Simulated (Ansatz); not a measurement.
Base system: SnO in the litharge type structure (space group P4/nmm, No. 129; a = 3.793 Å, c = 4.764 Å; layered, stacked along the Cartesian z axis). Axes: x, y, z lie along a, b, c of the conventional cell.

Computed with r2SCAN+rVV10 in Ansatz (plane waves to 500 eV, PAW, without spin-orbit coupling), earlier PAW set.

Strains are applied to the cell and any free atomic positions relax.

One change was made to it. Results:

```csv
quantity,base,after
energy relative to the base (free energy F),0 meV/atom,+4.3 meV/atom
"pressure (mean of the normal stresses, compression positive)",0.0 GPa,1.2 GPa
```

What was done to the base?
A. isotropic strain −0.62 %
B. isotropic strain −5.80 %
C. strain tensor (xx, yy, zz, yz, xz, xy) = (−1.01, −0.03, +0.19, −0.24, −0.93, +0.66) %
D. uniaxial strain ε_zz = −1.03 %
E. strain tensor (xx, yy, zz, yz, xz, xy) = (−2.28, +0.55, +0.31, −0.16, −1.07, +0.88) %

E, strain tensor (xx, yy, zz, yz, xz, xy) = (−2.28, +0.55, +0.31, −0.16, −1.07, +0.88) %. For comparison, the energy relative to the base in the other runs: uniaxial strain ε_zz = −1.03 % gives +0.2 meV/atom; isotropic strain −0.62 % gives +1.0 meV/atom; isotropic strain −5.80 % gives +101 meV/atom; strain tensor (xx, yy, zz, yz, xz, xy) = (−1.01, −0.03, +0.19, −0.24, −0.93, +0.66) % gives +2.1 meV/atom.

A case with no gap was solved on a k-mesh chosen for an insulator, which is coarse for it. Whether these cells are dynamically stable was not tested. All final runs are without spin polarisation.

Ansatz is a first-principles code.
